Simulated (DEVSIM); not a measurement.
Device: abrupt Si n-p junction, at 250 K.

Layer 1 from the left is Si, thickness (μm) 1.00, Nd (cm⁻³) 2.1e18, τn (s) 0.00043, τp (s) 0.00043. Layer 2 from the left is Si, thickness (μm) 40.0, Na (cm⁻³) 9.5e14, τn (s) 0.00043, τp (s) 0.00043.

Left contact: ohmic. Right contact: ohmic. Voltage is applied to the left contact. Recombination: SRH at mid-gap, radiative, Auger. Mobility is μmin + (μ − μmin)/(1 + (N/Nref)^α).

The device is made up for the run: typed textbook-type constants, with dimensions and the other settings drawn at random. Values at 300 K; Nc and Nv go as T^1.5, mobilities as T to minus their exponent, the gap by Varshni's rule with the affinity fixed.

Si: gap (eV) 1.124, affinity (eV) 4.05, permittivity 11.7, Nc (cm⁻³) 2.86e19, Nv (cm⁻³) 3.1e19, μn (cm²/Vs) 1417, μp (cm²/Vs) 470, μn,min 52, μp,min 45, Nref,n 9.7e16, Nref,p 2.2e17, αn 0.68, αp 0.72, T exponent of μn 2.3, T exponent of μp 2.2, B (cm³/s) 4.7e-15, Cn (cm⁶/s) 2.8e-31, Cp (cm⁶/s) 9.9e-32, Varshni α (eV/K) 0.000473, Varshni β (K) 636.

### Question
Estimate by hand the built-in potential, the peak field at zero bias, the capacitance at 1.5 V, and compare with a numerical solution.

### Answer

- Built-in potential: ni = √(Nc Nv) exp(−Eg/2kT) = 8.01e7 cm⁻³ with Eg = 1.136 eV; Vbi = kT/q ln(Na Nd/ni²) = 0.868 V; numerical 0.868 V.
- Peak field at zero bias: depletion approximation: W = √(2εVbi/(qN)) = 1.09 μm with N = 9.50e14 cm⁻³; field = 2Vbi/W = 16000 V/cm; numerical 73300 V/cm (estimate below by 78 %).
- Capacitance at 1.5 V: C = √(qεN / 2(Vbi + |V|)) = 5.77 nF/cm²; numerical 5.90 nF/cm² (estimate below by 2.2 %).

Simulated with DEVSIM: 1D drift-diffusion, Boltzmann statistics, complete ionisation; no tunnelling, impact ionisation, image-force lowering or self-heating.
